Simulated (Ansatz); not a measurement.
## By hand: formation energy of Zn_Cu in Cu (fcc, Fm-3m)

This concerns the formation energy of Zn_Cu in Cu (fcc, Fm-3m). Reaction: Zn (hcp) + 31 Cu (fcc) → cell A.

A: a supercell of 32 sites of Cu (fcc, Fm-3m) with Zn on a Cu site (12 Cu at 2.58 Å); spin state with PBE: run without spin.

Method: Ansatz (a first-principles code), PAW, neutral cells at 0 K with nuclei at rest, on structures from PBE. Ansatz runs with its default PAW set. Other levels take these structures. The lattices are those relaxed with PBE, so at other levels the solids can be strained, which adds to the spread. Larger cells are relaxed from a start prepared with the learned potential CHGNet, on a coarser mesh till forces fall under 0.03 eV/Å, which some starts already meet. A dispersion term (D3(BJ), or D4 for r2SCAN) was computed beside these levels and is taken off wherever the name lacks it. Mesh and cell size may move defect energies by 0.1 eV or more. Cell A has symmetry Pm-3m and got no random move, so less symmetric positions, which may lie lower, weren't tried.

Total energies of the cells in eV, at zero smearing width. They compare only within one column; the weights balance every element.

```tsv
cell	atoms	weight	r2SCAN	r2SCAN+D4
A: Cu:Zn_Cu	32	+1	-208894.10786	-208900.18626
Zn (hcp)	2	−1/2	-6651.32157	-6651.54969
Cu (fcc)	32	−31/32	-212199.25506	-212205.38539
```

r2SCAN: (-208894.10786) − 1/2 × (-6651.32157) − 31/32 × (-212199.25506) = -0.419 eV.

r2SCAN+D4: (-208900.18626) − 1/2 × (-6651.54969) − 31/32 × (-212205.38539) = -0.444 eV.
